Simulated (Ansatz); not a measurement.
The cell is made up: elements placed on another compound's structure type, so the phase may be hypothetical.

Inside the gap of an insulator the Bloch states are evanescent, with a wavenumber k + iκ along the transport direction.

Data:

```yaml
crystal:
  lattice:
    - [9.87458, 0.00000, 0.00000]
    - [-4.93729, 8.55164, 0.00000]
    - [4.93729, 2.85055, 4.03128]
  atoms:
    - { symbol: Al, position: [0.75000, 0.00000, 0.75000] }
    - { symbol: Al, position: [0.25000, 0.75000, 0.75000] }
    - { symbol: Al, position: [0.75000, 0.25000, 0.25000] }
    - { symbol: Al, position: [0.25000, 0.00000, 0.25000] }
    - { symbol: Al, position: [0.50000, 0.50000, 0.25000] }
    - { symbol: Al, position: [0.50000, 0.50000, 0.75000] }
    - { symbol: As, position: [0.25000, 0.50000, 0.75000] }
    - { symbol: As, position: [0.75000, 0.75000, 0.75000] }
    - { symbol: As, position: [0.25000, 0.25000, 0.25000] }
    - { symbol: As, position: [0.75000, 0.50000, 0.25000] }
    - { symbol: As, position: [0.50000, 0.00000, 0.25000] }
    - { symbol: As, position: [0.50000, 0.00000, 0.75000] }
```

Space group of this cell: Pm-3n. The cell was relaxed by PBE-D3(BJ).

Transport runs along the normal of the first two printed cell vectors.

The gap is the functional's own. No spin-orbit coupling. Mid-gap values are interpolated on the energy grid.

### Question
Compute, with PBEsol (Ansatz, an electronic-structure program), the band gap and the smallest decay constant κ at mid-gap.

### Answer
Gap 1.22 eV on a 8×8×8 mesh; κ = 0.114 1/Å, at the zone centre.
